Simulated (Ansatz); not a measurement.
## CdSe: isotropic strain +1.46 %

Base system: CdSe in the zinc blende structure (space group F-43m, No. 216; a = 6.196 Å).

One thing is altered: every lattice vector is stretched by 1.46 %; the atoms relax in the strained cell.

All numbers come from plane-wave PAW DFT at the PBE level (Ansatz, a first-principles code, 420 eV), no spin-orbit coupling. Γ-centred 9×9×9 mesh, Fermi–Dirac width 0.05 eV.

The space group is still F-43m (No. 216) and the shortest interatomic distance increases by 0.039 Å to 2.722 Å. The energy grows by 7.6 meV/atom and the pressure decreases by 1.757 GPa to -1.76 GPa. The band gap drops by 0.09 eV (0.49 eV → 0.40 eV) and the gap character stays direct at Γ. The mean gap deformation potential ΔEg/Δln V is -2.1 eV and the width of the top valence band shrinks by 0.16 eV to 1.82 eV. The electron mass changes from 0.052 mₑ (at Γ) to 0.045 mₑ (at Γ).

Final structure:

```xyz
2
Lattice="0.0000 3.1434 3.1434 3.1434 0.0000 3.1434 3.1434 3.1434 0.0000" Properties=species:S:1:pos:R:3 pbc="T T T"
Se     4.7151     4.7151     4.7151
Cd     0.0000     0.0000     0.0000
```

Masses are band curvatures over ±0.01 Å⁻¹ around the edge. No phonon test of stability was made.
